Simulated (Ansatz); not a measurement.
A user runs Ansatz (a first-principles code) on Al (Im-3m, 1 atom in the cell) and asks whether the run is sound. The aim is a self-consistent single point with DFT, PBEsol, plane waves, default PAW files made with PBE.

Cell that was meant: a = 2.7838 Å, b = 2.7838 Å, c = 2.7838 Å, α = 109.47°, β = 109.47°, γ = 109.47°.

Part of the input:

Ansatz 0.2 input:
```yaml
  ecutwfc: 420.0 eV
kpoints:
  mp_grid:
    grid: [1, 1, 1]
hamiltonian:
  xc: pbesol
  pseudopotentials:
```

The program printed (abridged):

```
WARN ansatz: RAYON_NUM_THREADS=1 ignored (pool sized by the plan → 1); use --threads N
Pseudopotentials: kind: paw
   [... lines left out ...]
k-points: 1
PAW frozen core: Al, regenerated for the run's functional, and the local potential with it
Initial density: superposition of atomic densities (neutral atoms: chi_scale 0, normalization atom), corrected by the library's trained network
Initial wavefunctions: pseudopotential atomic-orbital guess
Eigensolver: davidson
Functional: x = pbesol(κ = 0.804, μ = 0.12345679012345678), c = pbesol(β = 0.046)
SCF iter   1: F=—  HF=-520.465104 eV  |F-HF|=—  |Δ(HF+E_count)|=         —  Δρ=4.14e-2  dr2=1.87e-1  ethr=1.77e-3  ⟨swp⟩=3.0  Hψ=48  notcnv=0
all-band conjugate gradients solve this SCF's bands
preconditioner: auto → none
SCF iter   2: F=—  HF=-520.473247 eV  |F-HF|=—  |Δ(HF+E_count)|=   8.14e-3  S|Δr|=    0.00e0  Δρ=2.08e-2  dr2=4.69e-2  ethr=1.77e-3  ⟨swp⟩=2.0  Hψ=16  notcnv=0
SCF iter   3: F=—  HF=-520.479398 eV  |F-HF|=—  |Δ(HF+E_count)|=   6.15e-3  S|Δr|=    0.00e0  Δρ=2.37e-4  dr2=4.92e-6  ethr=1.56e-3  ⟨swp⟩=2.0  Hψ=8  notcnv=0
SCF iter   4: F=—  HF=-520.479422 eV  |F-HF|=—  |Δ(HF+E_count)|=   2.37e-5  S|Δr|=    0.00e0  Δρ=3.94e-5  dr2=1.16e-7  ethr=3.33e-9  ⟨swp⟩=10.0  Hψ=45  notcnv=0
SCF iter   5: F=-520.479422 eV  HF=-520.479422 eV  |F-HF|=1.28e-9  |Δ(HF+E_count)|=   8.12e-8  S|Δr|=    0.00e0  Δρ=4.97e-6  dr2=1.81e-9  ethr=3.33e-9  ⟨swp⟩=4.0  Hψ=27  notcnv=0
SCF 1 converged in 5 iterations: F = -520.479422 eV  dr2 = 1.81e-9
Stability not checked (fill_not_monotonic)
Free energy (F): -520.479422 eV
Internal energy: -520.376693 eV  (E = F + TS)
E sigma→0 (E₀):  -520.445179 eV
Entropy (-TS):   -0.102729 eV (-102.729 meV/atom)
Fermi energy:    20.829091 eV
--- Forces (eV/Å), atoms counted from 1 ---
  atom   1  Al     0.00000000    -0.00000000    -0.00000000
--- Stress (GPa, compression-positive) ---
        2.704462      -0.000000       0.000000
       -0.000000       2.704462      -0.000000
        0.000000      -0.000000       2.704462
  P = ⅓ Tr σ = 2.7045 GPa (27.045 kbar)
  The stress holds the Pulay correction. Without it, at fixed plane waves, as pw.x and ABINIT print it: P = 2.6928 GPa
```

Question: Can these results be used? Check the input.

Answer: The run is not sound. The fault is a single k-point for a small metallic cell. One k-point cannot sample the Fermi surface of a small cell. To fix it, use a converged k-point mesh. The run converged in 5 iterations without an error; against the sound input the free energy goes up by 3.98 eV/atom and the pressure goes from 0.03 to 2.70 GPa.

An input that runs soundly differs in these lines (not the only fix; some lines may just follow from the change or write a value another way):
```diff
-    grid: [1, 1, 1]
+    grid: [14, 14, 14]
```

With that input, the run converged in 3 iterations: free energy E − TS (on the zero of these files) -524.4547 eV; Fermi level (on the code's own zero) 7.85 eV; pressure 0.03 GPa (DFT, PBEsol, plane waves, default PAW files made with PBE).

On the sound input: the starting cell was generated: these elements placed on a structure prototype, without a prior relaxation; it need not be a known phase or ordering of this composition. Ansatz's pressure includes its estimate of the finite-basis (Pulay) stress.
